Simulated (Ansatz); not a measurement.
Take MgTe in the wurtzite structure (space group P6_3mc, No. 186; a = 4.5089 Å, c = 7.3377 Å) as the base. Axes: x lies along a and z along c of the hexagonal cell.

Computed with LDA/PAW in Ansatz (a first-principles code), no spin-orbit coupling.

Strains are applied to the cell and any free atomic positions relax.

One change was made to it. Results:

| quantity | base | after |
|---|---|---|
| energy relative to the base (free energy F) | 0 meV/atom | +1.9 meV/atom |
| shortest interatomic distance | 2.757 Å | 2.771 Å |

### Question
What was done to the base?
(A) uniaxial strain ε_zz = +1.80 %
(B) uniaxial strain ε_zz = +3.00 %
(C) uniaxial strain ε_zz = +2.40 %
(D) uniaxial strain ε_zz = +0.60 %

### Answer
A, uniaxial strain ε_zz = +1.80 %. For comparison, the energy relative to the base in the other runs: uniaxial strain ε_zz = +3.00 % gives +5.4 meV/atom; uniaxial strain ε_zz = +2.40 % gives +3.4 meV/atom; uniaxial strain ε_zz = +0.60 % gives +0.2 meV/atom.

No phonon test of stability was made.
